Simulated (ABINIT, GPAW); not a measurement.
A GPAW input for a self-consistent single point of MgAu (Pm-3m, 2 atoms in the cell) (DFT LDA (Perdew-Wang 92), plane waves, GPAW PAW datasets LDA (gpaw-data 1.0.1)):

```python
from ase import Atoms
from ase.units import GPa
from gpaw import GPAW

atoms = Atoms(['Mg', 'Au'],
              cell=[[3.238513, 0.000000, 0.000000],
                    [0.000000, 3.238513, 0.000000],
                    [0.000000, 0.000000, 3.238513]],
              scaled_positions=[[0.500000, 0.500000, 0.500000],
                                [0.000000, 0.000000, 0.000000]],
              pbc=True)

calc = GPAW(mode={'name': 'pw', 'ecut': 850},
            xc='LDA',
            kpts=(7, 7, 7),
            occupations={'name': 'methfessel-paxton', 'width': 0.1, 'order': 0},
            nbands=-6,
            symmetry={'symmorphic': False, 'tolerance': 0.0005},
            maxiter=120)

atoms.calc = calc

energy = atoms.get_potential_energy()
print('Energy (eV):', round(energy, 6))
forces = atoms.get_forces()
print('Forces (eV/Ang):')
print(forces.round(5))
stress = atoms.get_stress()
print('Stress (GPa, Voigt):', (stress / GPa).round(4))
```

### Question
Write the same calculation as an input for ABINIT.

### Answer
One input that does it (others would too):

```
# MgAu, PseudoDojo nc-sr-04 LDA standard
pp_dirpath "./"
pseudos "Mg.upf, Au.upf"
acell 3*1.0
rprim
         6.1199026210    0.0000000000    0.0000000000
         0.0000000000    6.1199026210    0.0000000000
         0.0000000000    0.0000000000    6.1199026210
natom 2
ntypat 2
znucl 12 79
typat 1 2
xred
         0.5000000000    0.5000000000    0.5000000000
         0.0000000000    0.0000000000    0.0000000000
ecut 84 Ry
ixc 7
occopt 7
tsmear 0.00367493
nband 21
kptopt 1
ngkpt 7 7 7
nshiftk 1
shiftk 0 0 0
nstep 100
tolvrs 1.0e-12
prtwf 0
prtden 0
enunit 1
```

Basis, cutoffs, solver keys and any potentials are the target program's own. This input uses DFT, LDA (PW92), plane waves, norm-conserving pseudopotentials (PseudoDojo nc-sr-04 LDA standard). LDA parametrisations can differ slightly between programs. Both were run: pressure -2.02 GPa in GPAW and -2.27 in ABINIT.

On GPAW: the starting cell comes from a database of computed structures (which also holds hypothetical and non-ambient phases and stackings), without a prior relaxation at this level. Its lattice was rescaled by a random factor within 2.5 % of one.

On ABINIT: the starting cell comes from a database of computed structures (which also holds hypothetical and non-ambient phases and stackings), without a prior relaxation at this level. Its lattice was rescaled by a random factor within 2.5 % of one.
